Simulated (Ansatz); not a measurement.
Consider ZnS in the zinc blende structure (space group F-43m, No. 216; a = 5.390 Å). Axes: x, y, z lie along the cube axes.

Level of theory: r2SCAN in Ansatz (plane waves to 500 eV, PAW, no spin-orbit coupling), earlier PAW set.

Strains are applied to the cell and any free atomic positions relax; under biaxial strain the out-of-plane vector relaxes too; under stress the whole cell relaxes.

One change was made to it. Results:

```csv
quantity,base,after
energy relative to the base (free energy F),0 meV/atom,+14 meV/atom
electron mass,0.19 mₑ (at Γ),0.18 mₑ (at Γ)
band gap,2.70 eV,2.44 eV
```

Name the change that was made.
A) uniaxial strain ε_xx = −0.38 %
B) uniaxial stress, 1 GPa compression along z
C) isotropic strain +1.88 %
D) biaxial strain −1.25 %, plane normal [001], relaxed out of plane
E) uniaxial strain ε_yy = +0.56 %

C, isotropic strain +1.88 %. For comparison, the band gap in the other runs: uniaxial stress, 1 GPa compression along z gives 2.66 eV; uniaxial strain ε_yy = +0.56 % gives 2.66 eV; biaxial strain −1.25 %, plane normal [001], relaxed out of plane gives 2.71 eV; uniaxial strain ε_xx = −0.38 % gives 2.71 eV.

Effective masses come from finite differences of ±0.01 Å⁻¹. Stability under load was not tested beyond the relaxation.

Ansatz is an electronic-structure program.
